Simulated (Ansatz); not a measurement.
## WS2: pressure series

Base system: WS₂ in the 2H-MoS2 type structure (space group P6_3/mmc, No. 194; layered, stacked along the Cartesian z axis).

```xyz
6
Lattice="3.1543 0.0000 0.0000 -1.5771 2.7317 0.0000 0.0000 0.0000 12.1409" Properties=species:S:1:pos:R:3 pbc="T T T"
W      0.0000     1.8211     3.0352
W      1.5771     0.9106     9.1056
S      0.0000     1.8211     7.5310
S      1.5771     0.9106     1.4605
S      1.5771     0.9106     4.6099
S      0.0000     1.8211    10.6803
```

Cell and atoms are relaxed at each pressure.

Level of theory: DFT with PBE-D3(BJ), PAW potentials and a 420 eV plane-wave cutoff in Ansatz (an electronic-structure program), no spin-orbit coupling, earlier PAW set.

| variant | volume per atom | smallest direct gap | hole mass |
|---|---|---|---|
| base | 17.44 Å³ | 1.83 eV | 0.89 mₑ along c, 0.56 mₑ across (at Γ) |
| pressure −2 GPa | 18.50 Å³ | 1.80 eV | 0.78 mₑ along c, 0.73 mₑ across (at Γ) |
| pressure −1 GPa | 17.84 Å³ | 1.81 eV | … |
| pressure 0.9 GPa | 17.15 Å³ | … | 1.00 mₑ along c, 0.51 mₑ across (at Γ) |
| pressure 2.1 GPa | 16.84 Å³ | 1.87 eV | 0.97 mₑ along c, 0.47 mₑ across (at Γ) |
| pressure 4.5 GPa | 16.35 Å³ | 1.92 eV | 1.1 mₑ along c, 0.42 mₑ across (at Γ) |
| pressure 9 GPa | 15.67 Å³ | 1.86 eV | 1.2 mₑ along c, 0.35 mₑ across (at Γ) |
| pressure 15 GPa | 15.00 Å³ | 1.57 eV | 1.4 mₑ along c, 0.29 mₑ across (at Γ) |
| pressure 22.5 GPa | … | – | – |
| pressure 30 GPa | 13.82 Å³ | – | – |

Q: What belongs in the blanks?

A: 
- pressure −1 GPa, hole mass: 0.84 mₑ along c, 0.61 mₑ across (at Γ)
- pressure 0.9 GPa, smallest direct gap: 1.85 eV
- pressure 22.5 GPa, volume per atom: 14.35 Å³

A case with no gap was solved on a k-mesh chosen for an insulator, which is coarse for it. With W present, leaving out spin-orbit coupling can change the band edges. Load acts through the strain it causes; cell and atoms are relaxed under it. Masses are band curvatures over ±0.01 Å⁻¹ around the edge. Whether these cells are dynamically stable was not tested. No other phases were tried under pressure. All final runs are without spin polarisation.
